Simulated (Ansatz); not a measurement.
**HfO2: stress against strain**

HfO2 (fluorite, Fm-3m, 10.693 Å³/atom at rest) under an equal strain ε in the (001) plane with the normal axis free, as in a coherent film. PBEsol in Ansatz, a plane-wave DFT program (PAW, default set), 420 eV, 11×11×11 Γ-centred mesh, Fermi-Dirac smearing 0.05 eV; ions are relaxed within the symmetry of each cell. Stress is positive for a compressed cell.

Here s stands for strain and y for stress xx.

| strain (%) | stress xx (GPa) |
|---|---|
| -1.50 | 10.17 |
| -1.00 | 6.66 |
| -0.50 | 3.28 |
| 0.00 | 0.00 |
| 0.50 | -3.16 |
| 1.00 | -6.21 |
| 1.50 | -9.16 |
| 3.00 | ? |

The 7 complete rows are fitted with a straight line, y against s. Means: s 0, y 0.226. About the means, the sum of products is -45.085 and the sum of squares of s is 7.0000; the slope is their ratio. Least squares gives y = 0.226 - 6.4407·s. Residuals (row less fit): 0.283, -0.007, -0.166, -0.226, -0.166, 0.005, 0.275; standard error 0.229 (degrees of freedom: 5). The slope gives the biaxial elastic modulus of this plane = 644 ± 9 GPa.

Question: What does the fit predict for y at s = 3.00, and how far is the calculated value from it?

Answer: y = 0.226 - 6.4407 × 3.0 = -19.096 GPa. The calculation gives -17.40 GPa, 1.696 GPa above the prediction (6.2 % of the range of y in the table). The row lies outside the fitted rows, so this is an extrapolation. From the scatter of the fitted rows alone, a prediction at this place has a standard error of 0.357 GPa, so the miss is 4.8 times that.

One order more, fitted to all 13 runs of the series, follows each within 0.03, so the miss is the next term of a smooth law. The primitive cell can neither tilt nor turn polar against its symmetry, as such crystals can under strain. HfO2 is here the high-temperature cubic form, which is unstable at 0 K; the monoclinic form is the stable one. Rows are the converged runs of the series near zero and its far end; series whose fitted rows scatter by over a few per cent of the range, as at a crossing or softening among them, aren't shown in this form. Most that stay on the fit to the last digits aren't either.
